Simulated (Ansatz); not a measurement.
Effect of biaxial strain −4.25 %, plane normal [001], relaxed out of plane on WSe2

The reference is WSe2 in the 2H-MoS2 type structure (space group P6_3/mmc, No. 194; a = 3.279 Å, c = 12.786 Å; layered, stacked along the Cartesian z axis). Axes: x lies along a and z along c of the hexagonal cell.

Perturbation: biaxial strain −4.25 %, plane normal [001], relaxed out of plane (Cartesian); in-plane vectors clamped, the third vector and the atoms free.

Calculations: PBE-D3(BJ) (Ansatz, a first-principles code), no spin-orbit coupling. Settings: 12×12×3 k-points, 0.05 eV Fermi–Dirac smearing.

```json
[
 {"quantity": "space group", "base": "P6_3/mmc (No. 194)", "changed": "P6_3/mmc (No. 194)", "shift": "–"},
 {"quantity": "shortest interatomic distance", "base": "2.534 Å", "changed": "2.512 Å", "shift": "-0.022 Å"},
 {"quantity": "pressure (mean of the normal stresses, compression positive)", "base": "0.00 GPa", "changed": "7.88 GPa", "shift": "+7.88 GPa"},
 {"quantity": "band gap", "base": "0.87 eV", "changed": "0.76 eV", "shift": "-0.11 eV"},
 {"quantity": "gap character", "base": "indirect, Γ → K–Γ (47 % along)", "changed": "indirect, K → K–Γ (44 % along)", "shift": "–"},
 {"quantity": "smallest direct gap", "base": "1.57 eV", "changed": "1.44 eV", "shift": "-0.13 eV"},
 {"quantity": "width of the top valence band", "base": "1.52 eV", "changed": "1.22 eV", "shift": "-0.306 eV"},
 {"quantity": "out-of-plane strain", "base": "–", "changed": "+1.71 %", "shift": "–"},
 {"quantity": "ratio −ε⊥/ε∥", "base": "–", "changed": "0.40", "shift": "–"},
 {"quantity": "mean in-plane stress (compression positive)", "base": "–", "changed": "+11.8 GPa", "shift": "–"}
]
```

With W present, leaving out spin-orbit coupling can change the band edges. Whether these cells are dynamically stable was not tested.
